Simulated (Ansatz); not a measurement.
Hops of point defects in wurtzite ZnO, each between lowest sites run for its defect: PBE bands (Ansatz, an electronic-structure program, plane waves to 420 eV, PAW, climbing-image NEB) beside the CHGNet universal potential on its own band (it has no charge state). Static nuclei, no finite-size correction. The rows are a random draw from the bands that converged and passed our checks of state and shape. Saddle orders were checked for a part of the study's bands only and are not shown. Vacancies start on their lattice site; split forms were not set up. Charge states are imposed.

```json
[
 {"Row": "1", "Defect": "Zn vacancy, charge -2", "Route": "a nearby Zn jumps into the vacancy", "Hop (Å)": "3.16", "Cell and PBE mesh": "72 sites, one k-point at (0.125, 0.250, 0.250)", "CHGNet k-points": "none", "PBE barrier x (eV)": "0.88", "CHGNet barrier y (eV)": "0.87"},
 {"Row": "2", "Defect": "interstitial F, charge -1", "Route": "F moves farthest", "Hop (Å)": "3.28", "Cell and PBE mesh": "72 sites, one k-point at (0.125, 0.250, 0.250)", "CHGNet k-points": "none", "PBE barrier x (eV)": "0.64", "CHGNet barrier y (eV)": "0.60"},
 {"Row": "3", "Defect": "O vacancy, charge +2", "Route": "a nearby O jumps into the vacancy", "Hop (Å)": "3.27", "Cell and PBE mesh": "72 sites, one k-point at (0.125, 0.250, 0.250)", "CHGNet k-points": "none", "PBE barrier x (eV)": "1.31", "CHGNet barrier y (eV)": "1.04"},
 {"Row": "4", "Defect": "interstitial Li, charge +1", "Route": "Li moves farthest", "Hop (Å)": "2.64", "Cell and PBE mesh": "72 sites, one k-point at (0.125, 0.250, 0.250)", "CHGNet k-points": "none", "PBE barrier x (eV)": "0.66", "CHGNet barrier y (eV)": "0.56"},
 {"Row": "5", "Defect": "interstitial Zn, charge +2", "Route": "Zn moves farthest", "Hop (Å)": "2.23", "Cell and PBE mesh": "72 sites, one k-point at (0.125, 0.250, 0.250)", "CHGNet k-points": "none", "PBE barrier x (eV)": "0.67", "CHGNet barrier y (eV)": "0.54"},
 {"Row": "6", "Defect": "interstitial Mg, charge +2", "Route": "Mg moves farthest", "Hop (Å)": "2.64", "Cell and PBE mesh": "72 sites, one k-point at (0.125, 0.250, 0.250)", "CHGNet k-points": "none", "PBE barrier x (eV)": "1.16", "CHGNet barrier y (eV)": "?"}
]
```

Problem. Fit a straight line y = a x + b to rows 1 to 5, predict row 6, and compare with the computed value.

Solution. Means: x̄ = 0.832, ȳ = 0.722 eV. Sums: Sxx = 0.323, Sxy = 0.240 eV². So a = Sxy/Sxx = 0.743 and b = ȳ − a x̄ = 0.104 eV, with a scatter of 0.08 eV about the line. Row 6: 0.743 × 1.16 + 0.104 ≈ 0.97 eV. The computed CHGNet value is 0.92 eV, -0.05 eV from the line, within the scatter. The line only summarises these rows of one host.
